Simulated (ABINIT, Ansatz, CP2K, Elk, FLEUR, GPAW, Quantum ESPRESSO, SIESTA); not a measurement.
## Code comparison for Be5Co (F-43m, 6 atoms in the cell)

Self-consistent single point, at a second geometry (lattice scaled by 0.98). First geometry:

```yaml
crystal:
  lattice:
    - [0.00000, 2.88393, 2.88393]
    - [2.88393, 0.00000, 2.88393]
    - [2.88393, 2.88393, 0.00000]
  atoms:
    - { symbol: Be, position: [0.25000, 0.25000, 0.25000] }
    - { symbol: Be, position: [0.62557, 0.62557, 0.12329] }
    - { symbol: Be, position: [0.62557, 0.12329, 0.62557] }
    - { symbol: Be, position: [0.62557, 0.62557, 0.62557] }
    - { symbol: Be, position: [0.12329, 0.62557, 0.62557] }
    - { symbol: Co, position: [0.00000, 0.00000, 0.00000] }
```

Shared settings, as Ansatz (an electronic-structure program) writes them: kpoints.mp_grid.grid = 8 8 8; scf.occupations.method = fermi_dirac; scf.occupations.width = 0.0073 Ry. Potentials and cutoffs stand in the table.

```json
[
 {"code": "Quantum ESPRESSO", "model": "LDA (PZ), PSlibrary ultrasoft (LDA) pseudopotentials", "ΔF from the first geometry (meV/atom)": "-4.3", "pressure (GPa)": "3.48", "largest force (eV/Å)": "0.013", "cutoff": "55 Ry"},
 {"code": "FLEUR", "model": "LDA (Perdew-Zunger), all-electron FLAPW (FLEUR), scalar-relativistic valence", "ΔF from the first geometry (meV/atom)": "-7.3", "pressure (GPa)": "–", "largest force (eV/Å)": "0.012", "cutoff": "Kmax 4.5 1/bohr"},
 {"code": "CP2K", "model": "LDA (Pade form), GPW, DZVP-MOLOPT-SR-GTH basis, GTH-PADE potentials (GTH_POTENTIALS)", "ΔF from the first geometry (meV/atom)": "-6.5", "pressure (GPa)": "2.81", "largest force (eV/Å)": "0.002", "cutoff": "grid 600 Ry"},
 {"code": "SIESTA", "model": "LDA PW92, numerical atomic orbitals DZP, PseudoDojo LDA standard norm-conserving potentials (rewritten from UPF to PSML)", "ΔF from the first geometry (meV/atom)": "-13.5", "pressure (GPa)": "0.61", "largest force (eV/Å)": "0.004", "cutoff": "grid 300 Ry"},
 {"code": "GPAW", "model": "LDA (Perdew-Wang 92), GPAW PAW datasets LDA (gpaw-data 1.0.1)", "ΔF from the first geometry (meV/atom)": "-2.6", "pressure (GPa)": "4.13", "largest force (eV/Å)": "0.011", "cutoff": "850 eV"},
 {"code": "ABINIT", "model": "LDA (PW92), norm-conserving pseudopotentials (PseudoDojo nc-sr-04 LDA standard)", "ΔF from the first geometry (meV/atom)": "-7.1", "pressure (GPa)": "2.51", "largest force (eV/Å)": "0.014", "cutoff": "48 Ha"},
 {"code": "Elk", "model": "LDA (PW92), all-electron FP-LAPW, Elk's shipped species files, APW+lo basis with extra local orbitals", "ΔF from the first geometry (meV/atom)": "-7.9", "pressure (GPa)": "–", "largest force (eV/Å)": "–", "cutoff": "rgkmax 7.5"},
 {"code": "Ansatz", "model": "LDA (PW92), PAW files made with PBE", "ΔF from the first geometry (meV/atom)": "-7.8", "pressure (GPa)": "2.24", "largest force (eV/Å)": "0.014", "cutoff": "30.9 Ry"}
]
```

A dash marks a value that a program does not give, or that is left out as unsure.

On Ansatz's run: spin polarisation is off.

The spread over the programs that give each value: ΔF from the first geometry within 10.9 meV/atom; pressure within 3.52 GPa; largest force within 0.012 eV/Å.

CP2K and SIESTA use small atom-centred bases, whose incompleteness enters pressures, forces and empty levels differently from a plane-wave cutoff. FLEUR and Elk treat all electrons, but the usual bases taken here (sphere radii, linearisation, local orbitals, empty states) were not tested for convergence, so the values are no reference for the others. Ansatz's pressure is given at a fixed set of plane waves, as the other plane-wave codes print theirs; with its correction for the finite basis it is 2.28 GPa. The same LDA comes in different parametrisations, which differ slightly. In the pressure, SIESTA (by 2.38) and GPAW (by 1.14) lie more than 1 GPa from the median of the plane-wave programs.

The starting cell comes from a database of computed structures (which also holds hypothetical and non-ambient phases and stackings), without a prior relaxation at this level. For this run, on top of that: lattice scaled by 0.98.

Keys are those of Ansatz 0.2.
